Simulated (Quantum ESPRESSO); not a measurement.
# σxx against uniaxial strain in fluorite-structure AuAl2 (space group 225): C11 (Quantum ESPRESSO, LDA)

```yaml
crystal:
  lattice:
    - [0.00000, 2.97707, 2.97707]
    - [2.93241, 0.00000, 2.97707]
    - [2.93241, 2.97707, 0.00000]
  atoms:
    - { symbol: Al, position: [0.25000, 0.25000, 0.25000] }
    - { symbol: Al, position: [0.75000, 0.75000, 0.75000] }
    - { symbol: Au, position: [0.00000, 0.00000, 0.00000] }
```

Level of theory: LDA (PZ), GBRV 1.5 ultrasoft (LDA) pseudopotentials (plane waves; Quantum ESPRESSO). Settings: ecutwfc = 52 Ry; ecutrho = 416 Ry; occupations = smearing; smearing = fd; degauss = 0.0036749 Ry; potentials = {Al: al_lda_v1.uspp.F.UPF, Au: au_lda_v1.uspp.F.UPF}; K_POINTS = automatic 20 20 20 0 0 0; conv_thr = 1e-10 Ry. The cell above is the first row's. The rows stretch one cube axis (x) by the strain ε and hold the other two. Stress is positive in tension. In all rows fractional positions and the k mesh are held.

| ε (%) | σxx (GPa) |
|---|---|
| -1.5 | ? |
| -1.0 | -1.67 |
| -0.5 | -0.82 |
| 0.0 | 0.00 |
| 0.5 | 0.81 |
| 1.0 | 1.58 |
| 1.5 | 2.33 |
| 2.0 | 3.06 |

Q: Using a parabola, estimate the missing σxx at ε = -1.5 from the other rows, showing the fit.

A: Least squares gives σxx = 0.004 + 1.6255·ε - 0.0490·ε². Residuals (row less fit): 0.000, 0.001, -0.004, 0.006, 0.000, -0.002, 0.001; standard error 0.004 (degrees of freedom: 4). The slope at ε = 0, 1.6255 GPa per cent, gives C11 ≈ 100 × 1.6255 = 163 GPa, for the static lattice. At the withheld row, σxx = 0.004 + 1.6255 × (-1.5) - 0.0490 × (-1.5)² = -2.544 GPa. The calculation gives -2.54 GPa, which the fit meets to the printed digits. The row lies outside the fitted rows, so this is an extrapolation. From the scatter of the fitted rows alone, a prediction at this place has a standard error of 0.007 GPa, so the miss is 0.6 times that.

Carrying the step between the two nearest rows on in a straight line would have given -2.52, off by 0.02; series whose last step already gives the withheld value aren't shown. The reference cell has the volume at which an earlier scan in this program and functional put its minimum by a fit. The runs keep the symmetry of the cell, so they don't test it for distortions. The unstrained cell stands at a pressure of 0.00 GPa, and the constants belong to that pressure. By symmetry this strain leaves no force on the atoms; the largest in the rows is 0.000 eV/Å. Spin-orbit coupling is off. Without a gap such slopes are sensitive to mesh and smearing. Cutoffs and mesh are single choices, not tested for convergence of this quantity. Series with a scatter that would blur these digits, or in which a gap closes, are not shown. Strain series were run only where this level's volume lies within 10 % of a first guess from the measured size.
